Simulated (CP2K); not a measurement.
Worked example: self-consistent single point of CaCd2 (Imma, 6 atoms in the cell) in CP2K.

Method of the run: LDA (Pade form), GPW, DZVP-MOLOPT-SR-GTH basis, GTH-PADE potentials (GTH_POTENTIALS) (CP2K).

```
CELL_PARAMETERS angstrom
      6.17034     0.00000     0.00000
     -0.45846     6.15328     0.00000
     -1.51733    -4.31923     4.13704
ATOMIC_POSITIONS crystal
  Ca 0.79145 0.54145 0.25000
  Ca 0.20855 0.45855 0.75000
  Cd 0.61667 0.16455 0.45212
  Cd 0.38333 0.83545 0.54788
  Cd 0.21243 0.16455 0.04788
  Cd 0.78757 0.83545 0.95212
```

Reference input (self-consistent single point, DFT LDA (Pade form), GPW, DZVP-MOLOPT-SR-GTH basis, GTH-PADE potentials (GTH_POTENTIALS)): CUTOFF = 500 Ry; REL_CUTOFF = 50 Ry; SMEAR/METHOD = FERMI_DIRAC; ELECTRONIC_TEMPERATURE = 1160.45 K; KPOINTS/SCHEME = MONKHORST-PACK 4 4 4; GAMMA_CENTERED = T; XC_FUNCTIONAL = PADE; Ca/BASIS_SET = DZVP-MOLOPT-SR-GTH-q10; Ca/POTENTIAL = GTH-PADE-q10; Cd/BASIS_SET = DZVP-MOLOPT-SR-GTH-q12; Cd/POTENTIAL = GTH-PADE-q12; METHOD = GPW. This run's input differs from it in these lines:

```diff
@@ -40,4 +40,3 @@
     &KPOINTS
-      SCHEME MONKHORST-PACK 4 4 4
-      GAMMA_CENTERED T
+      SCHEME MONKHORST-PACK 7 7 7
     &END KPOINTS
```

Log, with long lists cut:

```
 SCF WAVEFUNCTION OPTIMIZATION

  Step     Update method      Time    Convergence         Total energy    Change
     1 NoMix/Diag. 0.20E+00      -     1.29399956      -258.3497510272 -2.58E+02
     2 Broy./Diag. 0.20E+00      -     0.04618651      -260.3666334883 -2.02E+00
     3 Broy./Diag. 0.20E+00      -     0.11710766      -258.8797507450  1.49E+00
     4 Broy./Diag. 0.20E+00      -     0.00994706      -257.7625252507  1.12E+00
     5 Broy./Diag. 0.20E+00      -     0.00739962      -257.7372147485  2.53E-02
     6 Broy./Diag. 0.20E+00      -     0.00131738      -257.7871970584 -5.00E-02
   [... 4 lines left out ...]
    11 Broy./Diag. 0.20E+00      -     0.00001863      -257.7862787447 -3.17E-05
    12 Broy./Diag. 0.20E+00      -     0.00000394      -257.7861500837  1.29E-04
    13 Broy./Diag. 0.20E+00      -     0.00000272      -257.7861234674  2.66E-05
    14 Broy./Diag. 0.20E+00      -     0.00000021      -257.7861292242 -5.76E-06
  *** SCF run converged in    14 steps ***

  Overlap energy of the core charge distribution:               0.00000000063870
  Self energy of the core charge distribution:               -440.09417771193745
  Core Hamiltonian energy:                                    128.49818880884533
  Hartree energy:                                              89.84578150057570
  Exchange-correlation energy:                                -36.03140206422677
  Electronic entropic energy:                                  -0.00451975814378
  Fermi energy:                                                 0.21731995528104

  Total energy:                                              -257.78612922422508
  Total energy (extrapolated to T->0):                       -257.78386934515316

                     Mulliken Population Analysis

   [... lines left out ...]

 STRESS| Analytical stress tensor [bar]
 STRESS|                        x                   y                   z
 STRESS|      x       -2.93088119478E+04  -6.99988133778E+02   1.63938545472E+03
 STRESS|      y       -6.99988133778E+02  -2.94131817593E+04  -1.52187340251E+03
 STRESS|      z        1.63938545472E+03  -1.52187340251E+03  -3.06342375629E+04
 STRESS| 1/3 Trace                                            -2.97854104233E+04
```

The run converged in 14 iterations. Against the reference run the free energy falls by 4.3 meV/atom, the pressure hardly changes (-3.01 to -2.98 GPa) and the largest force goes from 0.038 to 0.033 eV/Å.

The starting cell comes from a database of computed structures (which also holds hypothetical and non-ambient phases and stackings), without a prior relaxation at this level. Values carry the incompleteness of an atom-centred basis.

Cost on one core of a shared machine: roughly 70 s.
